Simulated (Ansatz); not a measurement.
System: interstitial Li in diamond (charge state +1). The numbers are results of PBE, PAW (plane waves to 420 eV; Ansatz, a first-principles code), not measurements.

Cell of 64 host sites held at the relaxed PBE lattice; a 2×2×2 k-point mesh shifted by half a step; Fermi-Dirac width 0.01 eV, spin-restricted; finite-size errors left in. Static, classical nuclei. The host's phase is taken as given; its stability against other phases was not computed. The charge state is imposed; whether it is stable for some Fermi level was not computed. Sites that were not tried may lie lower.

Barriers: single points on a 3×3×3 k-point mesh shifted by half a step at the bands' geometries.

Relaxed starting cell (atoms counted from 1):

```xyz
65
Lattice="7.1431 0.0000 0.0000 0.0000 7.1431 0.0000 0.0000 0.0000 7.1431" Properties=species:S:1:pos:R:3 pbc="T T T"
C      0.0008     0.0000     1.8483
C      0.0009     0.0000     5.3184
C      0.0009     3.5716     1.8036
C      0.0009     3.5716     5.3631
C      3.5725     0.0001     1.8036
C      3.5724     0.0000     5.3630
C      3.5724     3.5716     1.7982
C      3.5725     3.5716     5.3684
C      0.8989     2.6894     0.9097
C      0.8948     2.6851     4.4698
C      0.9416     6.2023     0.9525
C      0.8989     6.2452     4.4655
C      4.4589     2.6851     0.9057
C      4.4650     2.6791     4.4758
C      4.4547     6.2452     0.9097
C      4.4589     6.2492     4.4698
C      0.0009     1.8365     0.0118
C      0.0009     1.7919     3.5833
C      0.0008     5.3067     0.0117
C      0.0009     5.3513     3.5833
C      3.5724     1.7919     0.0117
C      3.5725     1.7864     3.5833
C      3.5725     5.3513     0.0118
C      3.5724     5.3568     3.5833
C      0.8988     0.8980     2.7011
C      0.9418     0.9409     6.2140
C      0.8949     4.4581     2.6968
C      0.8988     4.4538     6.2569
C      4.4589     0.8940     2.6968
C      4.4546     0.8980     6.2569
C      4.4649     4.4641     2.6908
C      4.4589     4.4581     6.2609
C      1.8374     0.0000     0.0117
C      1.7927     0.0000     3.5833
C      1.7927     3.5716     0.0117
C      1.7873     3.5716     3.5833
C      5.3075     0.0000     0.0117
C      5.3521     0.0001     3.5833
C      5.3521     3.5716     0.0117
C      5.3576     3.5716     3.5833
C      2.6799     2.6790     2.6908
C      2.6860     2.6851     6.2608
C      2.6859     6.2492     2.6967
C      2.6902     6.2452     6.2570
C      6.2500     2.6851     2.6968
C      6.2461     2.6894     6.2570
C      6.2460     6.2452     2.7012
C      6.2031     6.2023     6.2139
C      1.7871     1.7862     1.7980
C      1.8061     1.8053     5.3496
C      1.8061     5.3379     1.8169
C      1.7871     5.3569     5.3687
C      5.3388     1.8053     1.8169
C      5.3578     1.7863     5.3687
C      5.3578     5.3569     1.7980
C      5.3387     5.3379     5.3496
C      2.6902     0.8980     0.9097
C      2.6860     0.8940     4.4698
C      2.6859     4.4580     0.9057
C      2.6799     4.4641     4.4758
C      6.2031     0.9408     0.9526
C      6.2460     0.8980     4.4655
C      6.2460     4.4538     0.9097
C      6.2500     4.4580     4.4698
Li     0.0009     0.0001     0.0117
```
Cell charge +1.

End state 1 differs by these moves (Å; atoms that move under 0.08 Å are left out):

| atom | element | Δx | Δy | Δz |
|---|---|---|---|---|
| 11 | C | -0.05 | 0.05 | -0.05 |
| 54 | C | -0.05 | 0.05 | -0.05 |
| 65 | Li | -0.89 | 0.89 | -0.89 |

Estimate the forward and backward barriers to end state 1 that PBE, PAW returns for this input.

forward 1.85 eV, backward 1.85 eV; at the saddle point atom 65 has neighbours 6 C at 1.61 Å. The check of the saddle point's order was inconclusive, and it lies on a symmetry element of the cell, where a band can be held.
